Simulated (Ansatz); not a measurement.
Cells marked so need not be the phases stable at ambient conditions, and some may be hypothetical.

The gap is the functional's own, uncorrected, and κ follows it; spin-orbit coupling is left out. Mid-gap values are interpolated between the computed energies.

A. ZnGeO$_{3}$ (R3c, not sure to be the ambient phase, 10 atoms a cell, 9.9 Å³ an atom, -10 GPa at this level), along the normal of (110)
B. Ba(MgAs)2 (P-3m1, not sure to be the ambient phase, 5 atoms a cell, 27.2 Å³ an atom), along the normal of (111)
C. K$_{3}$H$_{5}$Pt (P4/mbm, not sure to be the ambient phase, 18 atoms a cell, 16.7 Å³ an atom), along the normal of (110)
D. TiTl$_{2}$F$_{6}$ (P-3m1, not sure to be the ambient phase, 9 atoms a cell, 18.4 Å³ an atom, -4 GPa at this level), along the normal of (111)

Problem. Order them by mid-gap decay constant of the slowest evanescent state (highest first) at the level r2SCAN (Ansatz, a quantum-chemistry and plane-wave program).

Solution. D (0.45 1/Å), C (0.36 1/Å), A (0.20 1/Å), B (0.13 1/Å)
